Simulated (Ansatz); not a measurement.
**Response to strain in Ca2Si**

The reference is Ca$_{2}$Si (space group Fm-3m, No. 225; a model cell, its experimental status unchecked).

```
CELL_PARAMETERS angstrom
      0.00000     3.58001     3.58001
      3.58001     0.00000     3.58001
      3.58001     3.58001     0.00000
ATOMIC_POSITIONS crystal
  Si 0.00000 0.00000 0.00000
  Ca 0.25000 0.25000 0.25000
  Ca 0.75000 0.75000 0.75000
```

Strains are applied to the cell and any free atomic positions relax.

All numbers come from Kohn–Sham DFT with the r2SCAN functional, run in Ansatz (a first-principles code) with PAW and 500 eV plane waves, scalar-relativistic without spin-orbit coupling.

Computed cases, in order: isotropic strain −1.98 %; isotropic strain −0.73 %; the unstrained base; isotropic strain +2.07 %; isotropic strain +2.46 %; isotropic strain +4.10 %.

Q: Between which two neighbouring cases does the gap turn between direct and indirect?

A: Between isotropic strain −0.73 % (0.75 eV, direct at X) and the unstrained base (0.78 eV, indirect, U → X). The whole series: isotropic strain −1.98 %: 0.70 eV, direct at X; isotropic strain −0.73 %: 0.75 eV, direct at X; the unstrained base: 0.78 eV, indirect, U → X; isotropic strain +2.07 %: 0.84 eV, indirect, U → X; isotropic strain +2.46 %: 0.85 eV, indirect, K–Γ (18 % along) → X; isotropic strain +4.10 %: 0.88 eV, indirect, L → X.

Stability against distortions was not tested.
